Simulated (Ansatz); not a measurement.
Defect migration in fcc Al: Sc-vacancy pair (Sc on one host Al site, one Al site vacant), neutral cell. The step: a nearby Al atom hops onto the vacant site (Sc-vacancy distance between ideal sites 2.86 → 4.95 Å); the atom moves 2.75 Å along (0.49, -0.48, 0.00) of the unit cell; the moving atom starts with neighbours Al at 2.79, 2 Al at 2.82, 3 Al at 2.83, 4 Al at 2.88, Al at 2.89 Å and ends with Al at 2.77, Al at 2.80, Al at 2.83, 2 Al at 2.85, 2 Al at 2.87, Al at 2.90, Al at 2.92, Al at 2.94; Sc at 2.91 Å. DFT values are from Ansatz (plane-wave PAW, 420 eV unless said) in a cell of 32 host sites, spin-restricted, static, with no finite-size correction. Forms of the defect that were not tried may lie lower. The start lies 0.25 eV above the lowest site run (PBE). For the PBE band: the saddle point's order was not checked.

| Level | Forward barrier (eV) | Cost of the band or of the saddle's single point |
|---|---|---|
| CHGNet universal potential (has no charge state), its own band | 0.16 | - |
| PBE, a 4×4×4 k-point mesh shifted by half a step, band relaxed | 0.53 | very roughly 21 core-minutes |
| PBE, a 6×6×6 k-point mesh shifted by half a step, same geometries | 0.51 | very roughly 4 core-minutes |
| r2SCAN at 500 eV, a 4×4×4 k-point mesh shifted by half a step, same geometries | 0.64 | about 110 core-seconds (a rough figure) |

Ansatz is a program for electronic structure.
